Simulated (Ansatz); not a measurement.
# NaRhS2O8: pressure series

Base system: NaRhS$_{2}$O$_{8}$ (space group C2/m, No. 12; a cell from a computed database, its experimental status unchecked).

```
CELL_PARAMETERS angstrom
      3.97526    -2.58250     0.00000
      3.97526     2.58250     0.00000
     -0.22750     0.00000     7.16199
ATOMIC_POSITIONS crystal
  Na 0.00000 0.00000 0.50000
  Rh 0.00000 0.00000 0.00000
  S  0.36066 0.36066 0.21272
  S  0.63934 0.63934 0.78728
  O  0.27766 0.27766 0.38945
  O  0.72234 0.72234 0.61055
  O  0.23706 0.71070 0.20706
  O  0.76294 0.28930 0.79294
  O  0.28930 0.76294 0.79294
  O  0.71070 0.23706 0.20706
  O  0.25118 0.25118 0.04031
  O  0.74882 0.74882 0.95969
```

Cell and atoms are relaxed at each pressure.

Method: PBEsol (Ansatz, a first-principles code; PAW; 420 eV plane waves; no spin-orbit coupling), earlier PAW set.

Candidates:
(a) pressure 50 GPa
(b) pressure −1 GPa
(c) pressure 15 GPa
(d) pressure 3 GPa

Before the change:

The band gap comes out as 1.35 eV.

### Question
Order them by band gap, lowest first.

### Answer
(b) pressure −1 GPa (1.32 eV), (d) pressure 3 GPa (1.41 eV), (c) pressure 15 GPa (1.56 eV), (a) pressure 50 GPa (1.94 eV)

Load acts through the strain it causes; cell and atoms are relaxed under it. Stability against distortions was not tested. No other phases were tried under pressure.
